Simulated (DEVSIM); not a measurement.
System: n-channel Si planar bulk MOSFET with HfO2, at 300 K.

```yaml
gate_length: 50 nm
source_drain_length: 40 nm
dielectric_thickness: 5.2 nm
lateral_straggle: 2.2 nm
underlap: 0 nm
junction_depth: 14 nm
substrate_depth: 117 nm
gate_work_function: 4.19 eV
source_and_drain_doping: 9.1e19 cm⁻³, Gaussian tails under the gate
body_doping: 2.4e18 cm⁻³
lifetime: 2e-7 s
supply: 0.6 V
back_or_body_bias: -0.5 V
```

All mobilities are scaled by 1; velocity saturation, μ/(1 + (μE/vsat)^b)^(1/b) with b = 2 for electrons and 1 for holes and E the electric field along each mesh edge, is on. Mobility is constant in doping.

Constants are typed, rounded textbook-type inputs, not results; the design itself was drawn at random and stands for no fabricated device. Values at 300 K.

Si: gap (eV) 1.124, affinity (eV) 4.05, permittivity 11.7, Nc (cm⁻³) 2.86e19, Nv (cm⁻³) 3.1e19, μn (cm²/Vs) 1417, μp (cm²/Vs) 470, vsat,n (cm/s) 1e7, vsat,p (cm/s) 8.4e6. HfO2: gap (eV) 5.7, affinity (eV) 2.5, permittivity 22.

Simulated with DEVSIM: 2D drift-diffusion, Boltzmann statistics, complete ionisation; no quantum confinement, tunnelling, impact ionisation, self-heating, contact resistance or fringe fields beside the gate. Metal contacts follow the ideal Schottky-Mott rule: no Fermi-level pinning, no interface dipoles.

Transfer curves, |Id| in μA/μm:

| Vg (V) | Vd = 0.05 V | Vd = 0.6 V |
|---|---|---|
| -0.12 | 2.142e-6 | 4.270e-6 |
| -0.09 | 5.879e-6 | 1.169e-5 |
| -0.06 | 1.603e-5 | 3.190e-5 |
| -0.03 | 4.359e-5 | 8.709e-5 |
| 0 | 0.0001186 | 0.0002377 |
| 0.03 | 0.0003224 | 0.0006488 |
| 0.06 | 0.0008766 | 0.001770 |
| 0.09 | 0.002382 | 0.004827 |
| 0.12 | 0.006468 | 0.01315 |
| 0.15 | 0.01754 | 0.03581 |
| 0.18 | 0.04752 | 0.09729 |
| 0.21 | 0.1284 | 0.2635 |
| 0.24 | 0.3452 | 0.7098 |
| 0.27 | 0.9203 | 1.889 |
| 0.3 | 2.411 | 4.910 |
| 0.33 | 6.096 | 12.17 |
| 0.36 | 14.43 | 27.76 |
| 0.39 | 30.77 | 56.24 |
| 0.42 | 57.66 | 99.67 |
| 0.45 | 95.16 | 156.6 |
| 0.48 | 141.5 | 223.8 |
| 0.51 | 194.4 | 298.5 |
| 0.54 | 252.1 | 378.5 |
| 0.57 | 313.0 | 462.5 |
| 0.6 | 376.1 | 549.4 |

### Question
Work out the subthreshold swing at low drain bias from the rows at -0.12 and -0.09 V, and compare it with the thermal limit.

### Answer
log10(5.879e-6/2.142e-6) = 0.438 over 30.0 mV, so S = 68.4 mV/decade. The limit kT/q ln 10 is 59.5 mV/decade; the ratio is 1.15. This is the steepest step of the table.

### Question
Find both thresholds at the constant current 0.1 μA × (1 μm/L) a micrometre, and the DIBL.

### Answer
The current is 2.00 μA/μm. Interpolating ln Id gives 0.294 V and 0.272 V; their difference over the 0.55 V of drain bias is 41 mV/V.

Source and drain are degenerate, where Boltzmann statistics are only rough. The electric field that drives the saturation includes the junctions' built-in field, which lowers the mobility there even at small currents: subthreshold currents come out too low, a known weakness of this choice.
